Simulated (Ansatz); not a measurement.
# Effect of Cr → V on Cr

The reference is Cr in the bcc (W type) structure (space group Im-3m, No. 229; a = 2.8293 Å; non-magnetic).

It is then changed as follows: full substitution Cr → V; the structure is relaxed again.

Computed with DFT with r2SCAN, PAW potentials and a 500 eV plane-wave cutoff in Ansatz (a program for electronic structure), no SOC. Settings: 22×22×22 k-points, 0.05 eV Fermi–Dirac smearing, for the changed cell.

| quantity | base | changed | shift |
|---|---|---|---|
| volume per atom | 11.32 Å³ | 13.27 Å³ | +1.943 Å³ |
| density | 7.62 g/cm³ | 6.38 g/cm³ | -1.249 g/cm³ |
| lattice parameter a | 5.347 bohr | 5.637 bohr | +0.290 bohr |
| space group | Im-3m (No. 229) | Im-3m (No. 229) | – |
| band gap | zero | zero | – |

Cost of the whole job for the changed cell (relaxation, final SCF and bands): about 2.5 core-minutes (a rough figure).

Stability against distortions was not tested. Starting moments died away, wholly or in part, for Cr → V and the base; another magnetic solution may exist. All final runs are without spin polarisation. Real Cr is antiferromagnetic at low temperature and ambient pressure, an order that this cell doesn't hold.
